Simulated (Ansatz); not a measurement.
Consider the energy change from cell B to cell A (net 2 F added, other atoms rearranged, in a slab cell with 12 atoms a plane). Reaction: cell B + F2 (gas) → cell A. The sign is products less reactants.

Cell A: a slab of composition Si72Ge24H12F2 built on Si (diamond, Fd-3m) (110), with 67 atoms on that crystal's sites, 110 atoms, rectangular cell of 10.94 × 11.60 Å (126.9 Å²), symmetry P1 within 0.02 Å, 16.4 Å thick under 19 Å of vacuum, in-plane vectors held at the crystal's; planes from bottom to top: H12 | Si11Ge | Si10Ge2 | Si9Ge3 | Si8Ge4 | Si10Ge2 | Si8Ge4 | Si9Ge3 | Si7Ge5 | F2, its two faces unlike (dipole correction applied); spin state with PBE: run without spin, k-point mesh 2×2×1.
```yaml
crystal:
  lattice:
    - [10.93998, 0.00000, 0.00000]
    - [0.00000, 11.60360, 0.00000]
    - [0.00000, 0.00000, 35.10117]
  atoms:
    - { symbol: Si, position: [0.99692, 0.00048, 0.26559] }
    - { symbol: Si, position: [0.12127, 0.16595, 0.26564] }
    - { symbol: Si, position: [0.25064, 0.16458, 0.31938] }
    - { symbol: Si, position: [0.37483, 0.99938, 0.32052] }
    - { symbol: Ge, position: [0.99589, 0.99828, 0.37622] }
    - { symbol: Ge, position: [0.12733, 0.16913, 0.37608] }
    - { symbol: Si, position: [0.25172, 0.17050, 0.43258] }
    - { symbol: Ge, position: [0.37712, 0.00204, 0.43224] }
    - { symbol: Si, position: [0.00007, 0.99569, 0.48704] }
    - { symbol: Ge, position: [0.12661, 0.16547, 0.48917] }
    - { symbol: Si, position: [0.24901, 0.16450, 0.54664] }
    - { symbol: Si, position: [0.37487, 0.99858, 0.54560] }
    - { symbol: Si, position: [0.01278, 0.00845, 0.60045] }
    - { symbol: Si, position: [0.13515, 0.17905, 0.60387] }
    - { symbol: Si, position: [0.22783, 0.16508, 0.66597] }
    - { symbol: Si, position: [0.37149, 0.01022, 0.65499] }
    - { symbol: Si, position: [0.99889, 0.33288, 0.26609] }
    - { symbol: Si, position: [0.12012, 0.50027, 0.26540] }
    - { symbol: Si, position: [0.24717, 0.50026, 0.31950] }
    - { symbol: Ge, position: [0.37713, 0.33347, 0.31966] }
    - { symbol: Si, position: [0.99685, 0.33399, 0.37576] }
    - { symbol: Ge, position: [0.12366, 0.50176, 0.37619] }
    - { symbol: Si, position: [0.24974, 0.49993, 0.43272] }
    - { symbol: Si, position: [0.37556, 0.33533, 0.43212] }
    - { symbol: Si, position: [0.99856, 0.33348, 0.48950] }
    - { symbol: Si, position: [0.12073, 0.50010, 0.48701] }
    - { symbol: Ge, position: [0.24550, 0.50409, 0.54369] }
    - { symbol: Ge, position: [0.37791, 0.33103, 0.54432] }
    - { symbol: Ge, position: [0.98620, 0.33701, 0.60421] }
    - { symbol: Ge, position: [0.10894, 0.51499, 0.60119] }
    - { symbol: Si, position: [0.28335, 0.51466, 0.64124] }
    - { symbol: Si, position: [0.33953, 0.31915, 0.64138] }
    - { symbol: Si, position: [0.99823, 0.66732, 0.26645] }
    - { symbol: Si, position: [0.12015, 0.83444, 0.26577] }
    - { symbol: Si, position: [0.24668, 0.83601, 0.32015] }
    - { symbol: Ge, position: [0.37438, 0.66793, 0.32014] }
    - { symbol: Si, position: [0.99529, 0.66963, 0.37650] }
    - { symbol: Si, position: [0.12331, 0.83119, 0.37516] }
    - { symbol: Ge, position: [0.24718, 0.82992, 0.43173] }
    - { symbol: Si, position: [0.37690, 0.66369, 0.43267] }
    - { symbol: Si, position: [0.99813, 0.66783, 0.48856] }
    - { symbol: Si, position: [0.12526, 0.83137, 0.48872] }
    - { symbol: Si, position: [0.24920, 0.83315, 0.54423] }
    - { symbol: Si, position: [0.37681, 0.66892, 0.54498] }
    - { symbol: Si, position: [0.98014, 0.68811, 0.60213] }
    - { symbol: Si, position: [0.12677, 0.83677, 0.59966] }
    - { symbol: Ge, position: [0.26329, 0.82584, 0.65409] }
    - { symbol: Si, position: [0.40402, 0.66238, 0.66618] }
    - { symbol: Si, position: [0.50038, 0.00046, 0.26579] }
    - { symbol: Si, position: [0.62437, 0.16585, 0.26562] }
    - { symbol: Si, position: [0.74767, 0.16765, 0.32082] }
    - { symbol: Si, position: [0.87020, 0.00034, 0.32002] }
    - { symbol: Si, position: [0.50090, 0.00001, 0.37545] }
    - { symbol: Si, position: [0.62488, 0.16640, 0.37633] }
    - { symbol: Si, position: [0.74761, 0.16272, 0.43191] }
    - { symbol: Si, position: [0.87208, 0.99826, 0.43285] }
    - { symbol: Si, position: [0.49668, 0.99913, 0.48971] }
    - { symbol: Ge, position: [0.62505, 0.16685, 0.48896] }
    - { symbol: Si, position: [0.75192, 0.16693, 0.54523] }
    - { symbol: Ge, position: [0.87866, 0.99883, 0.54428] }
    - { symbol: Si, position: [0.50152, 0.99538, 0.60067] }
    - { symbol: Si, position: [0.64376, 0.14829, 0.60294] }
    - { symbol: Ge, position: [0.72210, 0.17126, 0.66953] }
    - { symbol: Ge, position: [0.84513, 0.00886, 0.64453] }
    - { symbol: Si, position: [0.50554, 0.33359, 0.26390] }
    - { symbol: Si, position: [0.62990, 0.49781, 0.26448] }
    - { symbol: Si, position: [0.74886, 0.50001, 0.32053] }
    - { symbol: Si, position: [0.87323, 0.33345, 0.32080] }
    - { symbol: Si, position: [0.50050, 0.33345, 0.37685] }
    - { symbol: Si, position: [0.62311, 0.50052, 0.37532] }
    - { symbol: Ge, position: [0.74720, 0.50412, 0.43205] }
    - { symbol: Ge, position: [0.87499, 0.33046, 0.43270] }
    - { symbol: Si, position: [0.49961, 0.33687, 0.48709] }
    - { symbol: Si, position: [0.62019, 0.50351, 0.48800] }
    - { symbol: Ge, position: [0.74833, 0.50028, 0.54391] }
    - { symbol: Si, position: [0.87544, 0.33221, 0.54481] }
    - { symbol: Ge, position: [0.51640, 0.32137, 0.60209] }
    - { symbol: Si, position: [0.62884, 0.49956, 0.60215] }
    - { symbol: Si, position: [0.79085, 0.49127, 0.64589] }
    - { symbol: Ge, position: [0.89461, 0.32660, 0.67153] }
    - { symbol: Ge, position: [0.50503, 0.66679, 0.26300] }
    - { symbol: Si, position: [0.62670, 0.83723, 0.26510] }
    - { symbol: Si, position: [0.74729, 0.83319, 0.32075] }
    - { symbol: Si, position: [0.87238, 0.66717, 0.32114] }
    - { symbol: Si, position: [0.49947, 0.66644, 0.37690] }
    - { symbol: Si, position: [0.62428, 0.83302, 0.37628] }
    - { symbol: Si, position: [0.74619, 0.83447, 0.43220] }
    - { symbol: Si, position: [0.87543, 0.67206, 0.43273] }
    - { symbol: Si, position: [0.49718, 0.66901, 0.48877] }
    - { symbol: Si, position: [0.62220, 0.83482, 0.48749] }
    - { symbol: Si, position: [0.74370, 0.83178, 0.54300] }
    - { symbol: Si, position: [0.87294, 0.67096, 0.54391] }
    - { symbol: Si, position: [0.48988, 0.65519, 0.60265] }
    - { symbol: Si, position: [0.61777, 0.82241, 0.59861] }
    - { symbol: Si, position: [0.78446, 0.81074, 0.64016] }
    - { symbol: Ge, position: [0.90442, 0.66063, 0.66999] }
    - { symbol: H, position: [0.91807, 0.00113, 0.23049] }
    - { symbol: H, position: [0.19896, 0.16585, 0.23027] }
    - { symbol: H, position: [0.91807, 0.33144, 0.23142] }
    - { symbol: H, position: [0.19867, 0.50085, 0.23022] }
    - { symbol: H, position: [0.91655, 0.66811, 0.23197] }
    - { symbol: H, position: [0.19942, 0.83397, 0.23075] }
    - { symbol: H, position: [0.42044, 0.00059, 0.23092] }
    - { symbol: H, position: [0.70728, 0.16152, 0.23145] }
    - { symbol: H, position: [0.42448, 0.33418, 0.22930] }
    - { symbol: H, position: [0.71391, 0.49734, 0.23056] }
    - { symbol: H, position: [0.42067, 0.66610, 0.22744] }
    - { symbol: H, position: [0.71057, 0.84203, 0.23119] }
    - { symbol: F, position: [0.46159, 0.00763, 0.69232] }
    - { symbol: F, position: [0.15738, 0.83013, 0.69358] }
```

Cell B: a slab of composition Si72Ge24H12 built on Si (diamond, Fd-3m) (110), with 67 atoms on that crystal's sites, 108 atoms, rectangular cell of 10.94 × 11.60 Å (126.9 Å²), symmetry P1 within 0.02 Å, 15.6 Å thick under 15 Å of vacuum, in-plane vectors held at the crystal's; planes from bottom to top: H12 | Si11Ge | Si10Ge2 | Si9Ge3 | Si8Ge4 | Si10Ge2 | Si8Ge4 | Si9Ge3 | Si5Ge2 | Si2Ge3, its two faces unlike (dipole correction applied); spin state with PBE: run without spin, k-point mesh 2×2×1.
```yaml
crystal:
  lattice:
    - [10.93998, 0.00000, 0.00000]
    - [0.00000, 11.60360, 0.00000]
    - [0.00000, 0.00000, 31.02970]
  atoms:
    - { symbol: Si, position: [0.99560, 0.99895, 0.29952] }
    - { symbol: Si, position: [0.11997, 0.16442, 0.29936] }
    - { symbol: Si, position: [0.24967, 0.16300, 0.36005] }
    - { symbol: Si, position: [0.37387, 0.99785, 0.36160] }
    - { symbol: Ge, position: [0.99439, 0.99641, 0.42465] }
    - { symbol: Ge, position: [0.12611, 0.16695, 0.42408] }
    - { symbol: Si, position: [0.25083, 0.16853, 0.48787] }
    - { symbol: Ge, position: [0.37649, 0.99981, 0.48813] }
    - { symbol: Si, position: [0.99737, 0.99676, 0.55116] }
    - { symbol: Ge, position: [0.12596, 0.16544, 0.55179] }
    - { symbol: Si, position: [0.24761, 0.16078, 0.61713] }
    - { symbol: Si, position: [0.37517, 0.99789, 0.61687] }
    - { symbol: Si, position: [0.98383, 0.98255, 0.68081] }
    - { symbol: Si, position: [0.11249, 0.14727, 0.67749] }
    - { symbol: Si, position: [0.27770, 0.15449, 0.72412] }
    - { symbol: Si, position: [0.39964, 0.00350, 0.75064] }
    - { symbol: Si, position: [0.99778, 0.33149, 0.30010] }
    - { symbol: Si, position: [0.11897, 0.49890, 0.29941] }
    - { symbol: Si, position: [0.24595, 0.49883, 0.36062] }
    - { symbol: Ge, position: [0.37596, 0.33205, 0.36046] }
    - { symbol: Si, position: [0.99574, 0.33205, 0.42409] }
    - { symbol: Ge, position: [0.12210, 0.49995, 0.42475] }
    - { symbol: Si, position: [0.24741, 0.49855, 0.48884] }
    - { symbol: Si, position: [0.37312, 0.33388, 0.48749] }
    - { symbol: Si, position: [0.99895, 0.33412, 0.55314] }
    - { symbol: Si, position: [0.12124, 0.50131, 0.55123] }
    - { symbol: Ge, position: [0.24883, 0.50336, 0.61500] }
    - { symbol: Ge, position: [0.37610, 0.33063, 0.61488] }
    - { symbol: Ge, position: [0.98706, 0.31902, 0.68236] }
    - { symbol: Ge, position: [0.13013, 0.49318, 0.68259] }
    - { symbol: Si, position: [0.22201, 0.49909, 0.75669] }
    - { symbol: Si, position: [0.33486, 0.34473, 0.72749] }
    - { symbol: Si, position: [0.99707, 0.66592, 0.30054] }
    - { symbol: Si, position: [0.11896, 0.83305, 0.29965] }
    - { symbol: Si, position: [0.24559, 0.83452, 0.36114] }
    - { symbol: Ge, position: [0.37329, 0.66650, 0.36088] }
    - { symbol: Si, position: [0.99380, 0.66775, 0.42504] }
    - { symbol: Si, position: [0.12166, 0.82945, 0.42324] }
    - { symbol: Ge, position: [0.24491, 0.82909, 0.48736] }
    - { symbol: Si, position: [0.37397, 0.66222, 0.48780] }
    - { symbol: Si, position: [0.99741, 0.66805, 0.55212] }
    - { symbol: Si, position: [0.12348, 0.83226, 0.55211] }
    - { symbol: Si, position: [0.24791, 0.83242, 0.61521] }
    - { symbol: Si, position: [0.37834, 0.67074, 0.61477] }
    - { symbol: Si, position: [0.98744, 0.65646, 0.68152] }
    - { symbol: Si, position: [0.11497, 0.82235, 0.67619] }
    - { symbol: Ge, position: [0.27667, 0.84067, 0.72808] }
    - { symbol: Si, position: [0.34152, 0.64803, 0.72716] }
    - { symbol: Si, position: [0.49912, 0.99875, 0.29961] }
    - { symbol: Si, position: [0.62285, 0.16433, 0.29907] }
    - { symbol: Si, position: [0.74619, 0.16621, 0.36148] }
    - { symbol: Si, position: [0.86869, 0.99885, 0.36106] }
    - { symbol: Si, position: [0.50008, 0.99870, 0.42379] }
    - { symbol: Si, position: [0.62388, 0.16536, 0.42428] }
    - { symbol: Si, position: [0.74752, 0.16128, 0.48683] }
    - { symbol: Si, position: [0.87161, 0.99679, 0.48895] }
    - { symbol: Si, position: [0.49643, 0.99471, 0.55327] }
    - { symbol: Ge, position: [0.62222, 0.16382, 0.55023] }
    - { symbol: Si, position: [0.74532, 0.16858, 0.61426] }
    - { symbol: Ge, position: [0.86919, 0.99746, 0.61465] }
    - { symbol: Si, position: [0.49695, 0.00443, 0.68042] }
    - { symbol: Si, position: [0.62910, 0.16817, 0.67836] }
    - { symbol: Ge, position: [0.79646, 0.19136, 0.72860] }
    - { symbol: Ge, position: [0.90663, 0.01736, 0.75594] }
    - { symbol: Si, position: [0.50411, 0.33217, 0.29729] }
    - { symbol: Si, position: [0.62874, 0.49625, 0.29794] }
    - { symbol: Si, position: [0.74746, 0.49854, 0.36140] }
    - { symbol: Si, position: [0.87184, 0.33189, 0.36192] }
    - { symbol: Si, position: [0.49911, 0.33229, 0.42519] }
    - { symbol: Si, position: [0.62182, 0.49933, 0.42339] }
    - { symbol: Ge, position: [0.74582, 0.50228, 0.48754] }
    - { symbol: Ge, position: [0.87484, 0.32940, 0.48873] }
    - { symbol: Si, position: [0.49648, 0.33256, 0.54960] }
    - { symbol: Si, position: [0.61739, 0.49936, 0.55042] }
    - { symbol: Ge, position: [0.74869, 0.49981, 0.61261] }
    - { symbol: Si, position: [0.87382, 0.33001, 0.61522] }
    - { symbol: Ge, position: [0.50897, 0.34113, 0.68099] }
    - { symbol: Si, position: [0.63619, 0.51139, 0.67927] }
    - { symbol: Si, position: [0.80096, 0.52958, 0.72747] }
    - { symbol: Ge, position: [0.90385, 0.36226, 0.75907] }
    - { symbol: Ge, position: [0.50386, 0.66525, 0.29623] }
    - { symbol: Si, position: [0.62560, 0.83564, 0.29882] }
    - { symbol: Si, position: [0.74596, 0.83163, 0.36182] }
    - { symbol: Si, position: [0.87104, 0.66563, 0.36236] }
    - { symbol: Si, position: [0.49806, 0.66539, 0.42511] }
    - { symbol: Si, position: [0.62341, 0.83172, 0.42473] }
    - { symbol: Si, position: [0.74567, 0.83284, 0.48799] }
    - { symbol: Si, position: [0.87446, 0.67038, 0.48882] }
    - { symbol: Si, position: [0.49541, 0.66583, 0.55059] }
    - { symbol: Si, position: [0.62162, 0.82947, 0.55041] }
    - { symbol: Si, position: [0.74239, 0.82903, 0.61350] }
    - { symbol: Si, position: [0.87551, 0.66758, 0.61544] }
    - { symbol: Si, position: [0.50409, 0.67115, 0.67804] }
    - { symbol: Si, position: [0.62698, 0.84083, 0.67823] }
    - { symbol: Si, position: [0.79731, 0.85810, 0.72502] }
    - { symbol: Ge, position: [0.90545, 0.69461, 0.75606] }
    - { symbol: H, position: [0.91654, 0.99945, 0.25987] }
    - { symbol: H, position: [0.19709, 0.16428, 0.25920] }
    - { symbol: H, position: [0.91683, 0.33025, 0.26091] }
    - { symbol: H, position: [0.19781, 0.49952, 0.25968] }
    - { symbol: H, position: [0.91525, 0.66668, 0.26157] }
    - { symbol: H, position: [0.19811, 0.83258, 0.26000] }
    - { symbol: H, position: [0.41879, 0.99851, 0.26026] }
    - { symbol: H, position: [0.70529, 0.15988, 0.26030] }
    - { symbol: H, position: [0.42304, 0.33300, 0.25816] }
    - { symbol: H, position: [0.71268, 0.49568, 0.25956] }
    - { symbol: H, position: [0.41980, 0.66475, 0.25593] }
    - { symbol: H, position: [0.70972, 0.84068, 0.26054] }
```

Reference: an isolated F2 molecule (singlet) in a box of 11 × 11 × 13 Å.

Plane-wave PAW calculations with Ansatz (a program for electronic structure), its default PAW set, cutoff 420 eV, 500 eV for r2SCAN. The structures are at rest with PBE, within the held lattices; other levels are single points on them. Neutral cells; Fermi-Dirac smearing of at most 0.05 eV in the solids, energies taken to zero width. The lattices are those relaxed with PBE or held as stated, so at other levels the solids can be strained, which adds to the spread. Larger cells are relaxed from a start prepared with the learned potential CHGNet till forces fall under 0.03 eV/Å, which some starts already meet. A dispersion term (D3(BJ), or D4 for r2SCAN) was computed beside these levels and is taken off wherever the name lacks it. The PAW files were made for PBE and serve at the other functionals too. Space groups of crystals are read within 0.01 Å. Nuclei at rest; no vibrational terms. Cells are local rest points, mostly with their start's symmetry. Values are for these cell sizes.

Q: Estimate the value that r2SCAN returns for this input.

A: -8.48 eV, for cell B + F2 (gas) → cell A.

Q: What do the other levels give, and how wide is the spread?

A: 
```json
[
 {"Functional": "PBE", "value (eV)": "-7.94", "less r2SCAN": "0.54"}
]
```

The levels shown span 0.54 eV, from r2SCAN (-8.48) to PBE (-7.94).
